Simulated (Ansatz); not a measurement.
**Several settings converged on GePt (Pnma, 8 atoms in the cell)**

```xyz
8
Lattice="5.7848 0.0000 0.0000 0.0000 3.7487 0.0000 0.0000 0.0000 6.1421" Properties=species:S:1:pos:R:3 pbc="T T T"
Ge     4.7084     2.8115     3.6116
Ge     1.0764     0.9372     2.5305
Ge     3.9688     0.9372     0.5406
Ge     1.8160     2.8115     5.6016
Pt     0.0107     2.8115     1.1836
Pt     5.7741     0.9372     4.9585
Pt     2.8817     0.9372     4.2547
Pt     2.9031     2.8115     1.8874
```

Base method: LDA (PW92), default PAW files made with PBE (plane waves; Ansatz, a program for electronic structure).

Base settings: basis.ecutwfc = 30.9 Ry; kpoints.mp_grid.grid = 3 6 3; hamiltonian.xc = lda; hamiltonian.pseudopotentials = {kind: paw} (the program's default PAW files); scf.occupations.method = gaussian; scf.occupations.width = 0.0073 Ry.

Core times come from one kind of shared machine, to one figure; runs under 30 s give none.

**Zone-centre phonons against the cutoff**

In this ladder: phonons.method = dfpt.

The mesh stays at the base's, so the ladder's end is converged at best in this setting alone.

Frequencies are those of the unrelaxed cell, without the LO-TO term of polar crystals.

Only quantities that move along the ladder and can be compared are tabulated.

```tsv
basis.ecutwfc	highest zone-centre frequency (cm⁻¹)	lowest optical frequency (cm⁻¹)	core time / last (rough)
15.4 Ry	244.3	-44.1	0.3
18.4 Ry	226.5	-29.9	0.4
21.7 Ry	235.3	31.5	0.7
30.9 Ry	238.3	26.8	0.6
46.3 Ry	238.3	26.8	1
```

Coarsest basis.ecutwfc that holds the highest zone-centre frequency within 1 cm⁻¹ of the last step, with all finer ones: 30.9 Ry; the step before is off by 3.0 cm⁻¹.

Coarsest basis.ecutwfc that holds the lowest optical frequency within 1 cm⁻¹ of the last step, with all finer ones: 30.9 Ry; the step before is off by 4.8 cm⁻¹.

**The force threshold of a relaxation**

On GePt (Pm, 8 atoms in the cell): one atom moved by 0.15 angstrom.

In this ladder: relax = atoms.

The mesh stays at the base's, so the ladder's end is converged at best in this setting alone.

Only quantities that move along the ladder and can be compared are tabulated.

| relax.f_tol | free energy less the last step's (meV/atom) | largest force left (eV/Å) | relaxation steps | core time / last (rough) |
|---|---|---|---|---|
| 0.2 eV/Å | 0.10 | 0.0615 | 3 | 0.6 |
| 0.1 eV/Å | 0.10 | 0.0615 | 3 | 0.6 |
| 0.05 eV/Å | 0.00 | 0.0044 | 4 | 0.9 |
| 0.03 eV/Å | 0.00 | 0.0044 | 4 | 0.8 |
| 0.02 eV/Å | 0.00 | 0.0050 | 4 | 0.8 |
| 0.01 eV/Å | 0.00 | 0.0061 | 5 | 1.0 |
| 0.005 eV/Å | 0.00 | 0.0003 | 5 | 1.0 |
| 0.001 eV/Å | 0.00 | 0.0003 | 6 | 1 |

Coarsest relax.f_tol that holds the free energy within 0.05 meV/atom of the last step, with all finer ones: 0.05 eV/Å; the step before is off by 0.10 meV/atom.

Coarsest relax.f_tol that holds the largest force left within 0.02 eV/Å of the last step, with all finer ones: 0.05 eV/Å; the step before is off by 0.061 eV/Å.

On the base run: the starting cell comes from a database of computed structures (which also holds hypothetical and non-ambient phases and stackings), without a prior relaxation at this level. Its lattice was rescaled by up to half a per cent. Spin polarisation is off. In the base run, with a pressure of about -8 GPa the cell is away from its equilibrium volume at this level. Without a gap this mesh is coarse (it stands for a supercell whose shortest vector is 17 Å).

Keys are those of Ansatz 0.2.
